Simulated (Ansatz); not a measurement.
Take a 16-atom supercell of ZrC in the rock salt structure (space group Fm-3m, No. 225; a = 4.7087 Å) at its relaxed geometry as the base.

Method: PBE, PAW, 420 eV (Ansatz, an electronic-structure program; without spin-orbit coupling).

For the base:

The mean distance from the defect site to its nearest host atoms is 2.35 Å and the pressure comes out as 0.0 GPa.

It is then changed as follows: a neutral C vacancy, atoms relaxed at fixed cell, starting from a slightly rattled geometry.

Q: What happens to the mean distance from the defect site to its nearest host atoms?

A: The mean distance from the defect site to its nearest host atoms grows by 0.054 Å (2.35 Å → 2.41 Å).

Q: What does the calculation give for the pressure after the change?

A: The pressure goes from zero to -0.1 GPa.

The cell is small, so the values are those of an ordered compound at a high defect concentration; dilute-limit values will differ. The final runs are not spin-polarised. The defect cell is not spin-polarised.
